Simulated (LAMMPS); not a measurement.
Consider a melt made from Ni (fcc) with 10 % of Ni sites Al, 4000 atoms, at 2310 K and 0 GPa, brought to that temperature within a few picoseconds in molecular dynamics.

Method: classical MD, pair style eam/alloy, file NiAlH_jea.eam.alloy, run in LAMMPS.

### Question
Predict the coordination number of Ni by Al, the first peak of g(r), Ni-Ni, the coordination number of Al by Ni, the mean frequency of the velocity spectrum.

### Answer
coordination number of Ni by Al: 1.34 (counted to 3.50 Å); first peak of g(r), Ni-Ni: 2.43 Å, height 2.3; coordination number of Al by Ni: 12.1 (counted to 3.50 Å); mean frequency of the velocity spectrum: 5.0 THz.

Caution: a run this short can hold a crystal over, or a liquid under, the potential's melting point.
